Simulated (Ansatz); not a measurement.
**Nb, response to strain**

Start from Nb in the bcc (W type) structure (space group Im-3m, No. 229; a = 3.273 Å; relaxed with 0.1 eV smearing). Axes: x, y, z lie along the cube axes.

Strains are applied to the cell and any free atomic positions relax.

Calculations: PBEsol (Ansatz, a program for electronic structure; PAW; 420 eV plane waves; scalar-relativistic without spin-orbit coupling).

Notes on the quantities. energy relative to the base: free energy F.

| uniaxial strain ε_zz (%) | energy relative to the base (meV/atom) |
|---|---|
| 0 | 0.0 |
| 0.5 | 0.4 |
| 1 | 1.4 |
| 1.5 | 3.2 |
| 2 | 5.6 |
| 2.5 | ? |
| 3 | 12.3 |

### Question
Fit ΔE = Aε² + Bε³ (ε in %) to the rows shown and predict the withheld row.

### Answer
Least squares on the printed values gives A = 1.47 and B = -0.033 meV/atom (largest residual 0.0 meV/atom); this predicts 8.6 meV/atom, and the run gives 8.6 meV/atom, in agreement.

Whether these cells are dynamically stable was not tested. The final runs are not spin-polarised.
